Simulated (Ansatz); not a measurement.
Reference: NaH (Fm-3m), PBEsol, rigid bands (plane waves, PAW, scalar-relativistic; Ansatz, an electronic-structure program); axes and stresses refer to this cell.

```xyz
2
Lattice="0.0000 2.3957 2.3957 2.3957 0.0000 2.3957 2.3957 2.3957 0.0000" Properties=species:S:1:pos:R:3 pbc="T T T"
Na     0.0000     0.0000     0.0000
H      2.3957     2.3957     2.3957
```

- electron conductivity mass: 0.47 mₑ
- hole conductivity mass: 1.44 mₑ
- Seebeck coefficient, p-type 1e19 cm⁻³: 538 μV/K

Q: Change: functional r2SCAN on the same cell. What happens to electron conductivity mass, hole conductivity mass, Seebeck coefficient, p-type 1e19 cm⁻³?

A: electron conductivity mass increases to 0.48 mₑ; hole conductivity mass increases to 1.58 mₑ; Seebeck coefficient, p-type 1e19 cm⁻³ moves little, to 551 μV/K.

Masses are for dilute carriers at 300 K, harmonic means over directions unless an axis is named. Seebeck coefficients are for the stated density at 300 K, with one relaxation time for all states and whether or not that doping can be reached. Spin-orbit coupling is left out unless a row names it.
